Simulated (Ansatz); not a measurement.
Method: PBE (plane waves to 420 eV, PAW; Ansatz, an electronic-structure program).

Plane-averaged electrostatic potential energy along the normal, in eV from the Fermi level, for a constructed model of the (100) surface of fcc Al, a pseudomorphic layer of Mn in the host's stacking (bottom of the slab: a bare face, its two planes held):

```tsv
z (Å)	V (eV)
3.79	4.30
4.08	4.30
4.38	4.30
4.67	4.29
4.96	4.28
5.25	4.26
5.54	4.21
5.83	4.11
6.12	3.90
6.42	3.46
6.71	2.58
7.00	0.88
7.29	-2.28
7.58	-5.02
7.88	-5.80
8.17	-5.88
8.46	-5.48
8.75	-3.67
9.04	-2.08
9.33	-3.60
9.62	-5.53
9.92	-6.03
10.21	-6.03
10.50	-5.50
10.79	-3.51
11.08	-2.06
11.38	-3.75
11.67	-5.55
11.96	-5.98
12.25	-5.95
12.54	-5.34
12.83	-3.29
13.12	-2.16
13.42	-4.08
13.71	-5.69
14.00	-6.02
14.29	-5.94
14.58	-5.15
14.88	-2.89
15.17	-1.93
15.46	-3.98
15.75	-5.68
16.04	-6.03
16.33	-5.94
16.62	-5.16
16.92	-2.91
17.21	-1.81
17.50	-3.74
17.79	-5.56
18.08	-5.90
18.38	-5.87
18.67	-5.55
18.96	-4.41
19.25	-6.02
19.54	-10.17
19.83	-12.26
20.12	-11.02
20.42	-6.52
20.71	-1.25
21.00	1.36
21.29	2.59
21.58	3.24
21.88	3.57
22.17	3.75
22.46	3.84
22.75	3.89
23.04	3.91
23.33	3.92
23.62	3.93
23.92	3.93
24.21	3.94
```

Set-up: 7 atoms, 11.9 Å thick at the start; mesh 13x13x1; 0.1 eV smearing; dipole correction on; 2 atoms held, the rest relaxed; held to the start's symmetry, so lower structures may exist; spin-polarised, ending with about 3.6 μB a cell; orders that need a larger cell were not tried, no spin-orbit, no U. It is one candidate, not shown to be the stable structure of the face.

Problem. The surface cell has an area of 8.17 Å². What dipole along the normal does the step between the two vacuum levels imply?

Solution. the top vacuum level lies 0.36 eV below the bottom one; p = −ε₀ A ΔV (ε₀ = 0.005526 e/(V·Å)) gives 0.02 e·Å a cell.
